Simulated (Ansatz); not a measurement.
The starting structures come from a database of crystals and need not be the phases stable at ambient conditions.

 Where the default PAW files enter, the runs use the earlier of Ansatz's two default sets.

Here is the system:

```xyz
16
Lattice="3.8647 0.0000 0.0000 0.0000 7.6255 0.0000 0.0131 0.0000 7.3886" Properties=species:S:1:pos:R:3 pbc="T T T"
W      0.2119     5.4580     1.8825
W      3.6658     2.1675     5.5061
W      3.6593     1.6453     1.8118
W      0.2184     5.9802     5.5767
O      0.0140     0.1021     5.5468
O      3.8637     7.5234     1.8417
O      3.8703     3.9148     5.5360
O      0.0075     3.7106     1.8525
O      3.8664     1.9094     3.6827
O      0.0113     5.7161     3.7059
O      0.0048     5.7222     0.0116
O      3.8730     1.9033     7.3770
O      1.9179     2.0578     5.5361
O      1.9598     5.5677     1.8525
O      1.9664     5.8705     5.5467
O      1.9114     1.7549     1.8418
```

Space group of this cell: P2_1/c. The cell is strained (all lengths scaled by 0.98); by PBEsol its mean pressure is 6.7 GPa.

Transport runs along the normal of the first two printed cell vectors.

The gap is the functional's own. No spin-orbit coupling. Mid-gap values are interpolated on the energy grid.

Problem. Give the band gap and the smallest decay constant κ at mid-gap that PBEsol (Ansatz, a quantum-chemistry and plane-wave program) yields.

Solution. Gap 1.54 eV on a 8×4×4 mesh; κ = 0.181 1/Å, at the zone centre.
